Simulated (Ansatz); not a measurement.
Start from Zr in the hcp (Mg type) structure (space group P6_3/mmc, No. 194; a = 3.144 Å, c = 5.093 Å; relaxed with 0.1 eV smearing). Axes: x lies along a and z along c of the hexagonal cell.

All numbers come from DFT with LDA, PAW potentials and a 420 eV plane-wave cutoff in Ansatz (a quantum-chemistry and plane-wave program), spin-orbit coupling left out.

Base values:

- Shortest interatomic distance = 3.127 Å
- Band gap = zero

Perturbation: uniaxial strain ε_zz = −3.00 %, all other strain components held at zero, atoms relaxed at fixed cell.

Problem. Estimate the effect on the energy relative to the base, stress, shortest interatomic distance and band gap.

Solution. The energy rises by 11 meV/atom; the stress (xx, yy, zz, yz, xz, xy; compression positive) comes out as (2.6, 2.6, 5.8, 0.0, 0.0, 0.0) GPa; the shortest interatomic distance falls by 0.062 Å, from 3.127 Å to 3.065 Å; the band gap remains zero.

Stability against distortions was not tested. All final runs are without spin polarisation.
